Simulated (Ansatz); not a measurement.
Response to strain in ZrSiO

Consider ZrSiO (space group P4/nmm, No. 129; a = 3.2781 Å, c = 7.2573 Å; a cell from a computed database, its experimental status unchecked). Axes: x, y, z lie along a, b, c of the conventional cell.

Strains are applied to the cell and any free atomic positions relax; under biaxial strain the out-of-plane vector relaxes too.

Level of theory: plane-wave PAW DFT at the PBEsol level (Ansatz, an electronic-structure program, 420 eV), without spin-orbit coupling.

Notes on the quantities. pressure: mean of the normal stresses, compression positive.

```tsv
variant	pressure	shortest interatomic distance
base	0.0 GPa	2.184 Å
biaxial strain −0.25 %, plane normal [001], relaxed out of plane	0.7 GPa	2.188 Å
biaxial strain +1.01 %, plane normal [001], relaxed out of plane	-2.6 GPa	2.171 Å
biaxial strain +2.69 %, plane normal [001], relaxed out of plane	-6.3 GPa	2.149 Å
```

Without a gap, meshes like the base's 14×14×7 leave anisotropic stresses uncertain by several tenths of a GPa, and small strain energies with them. No phonon test of stability was made. All final runs are without spin polarisation.
